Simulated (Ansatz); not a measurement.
**A computed series for SrTiO3: pressure series**

The parent structure is SrTiO₃ in the cubic perovskite structure (space group Pm-3m, No. 221).

```
SrTiO3
1.0
    3.90695     0.00000     0.00000
    0.00000     3.90695     0.00000
    0.00000     0.00000     3.90695
Sr Ti O
1 1 3
Direct
  0.00000   0.00000   0.00000
  0.50000   0.50000   0.50000
  0.00000   0.50000   0.50000
  0.50000   0.50000   0.00000
  0.50000   0.00000   0.50000
```

Cell and atoms are relaxed at each pressure.

The values are results of r2SCAN (Ansatz, a program for electronic structure), no spin-orbit coupling, not measurements.

| pressure (GPa) | band gap (eV) |
|---|---|
| -1 | 2.25 |
| 0 | 2.26 |
| 0.3 | 2.26 |
| 0.7 | 2.27 |
| 1.5 | ? |
| 3 | 2.30 |
| 5 | 2.32 |
| 7.5 | 2.34 |
| 10 | 2.37 |

Question: Fit E_g = E₀ + αP + βP² to the rows shown and predict the withheld row.

Answer: Least squares on the printed values gives E₀ = 2.26 eV, α = 12.4 meV/GPa, β = -0.16 meV/GPa² (largest residual 0.00 eV); this predicts 2.28 eV, and the run gives 2.28 eV, in agreement.

Load acts through the strain it causes; cell and atoms are relaxed under it. Whether these cells are dynamically stable was not tested. Competing high-pressure phases were not computed. The final runs are not spin-polarised. Many cubic perovskites are stable only at high temperature; tilts and polar distortions were not tested.
